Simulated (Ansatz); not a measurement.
## CdSe under a change: Se → Ir

The parent structure is CdSe in the zinc blende structure (space group F-43m, No. 216; a = 6.1333 Å).

It is then changed as follows: Ir takes the place of Se on all its sites, then cell and atoms are relaxed.

Calculations: r2SCAN/PAW in Ansatz (a program for electronic structure), no spin-orbit coupling. k-mesh 14×14×14 (Γ-centred); smearing 0.05 eV (Fermi–Dirac), for the changed cell.

```csv
quantity,base,changed,shift
volume per atom,28.84 Å³,26.57 Å³,-2.27 Å³
density,5.51 g/cm³,9.52 g/cm³,+4.01 g/cm³
space group,F-43m (No. 216),F-43m (No. 216),–
shortest interatomic distance,2.656 Å,2.584 Å,-0.072 Å
band gap,1.04 eV,zero,–
```

Stability against distortions was not tested. As relaxed here, CdIr is a hypothetical phase, not in the database extracts checked. The final runs are not spin-polarised. An odd electron count without spin: CdIr. CdIr has a high density of states at the Fermi level and may be magnetic at this level.
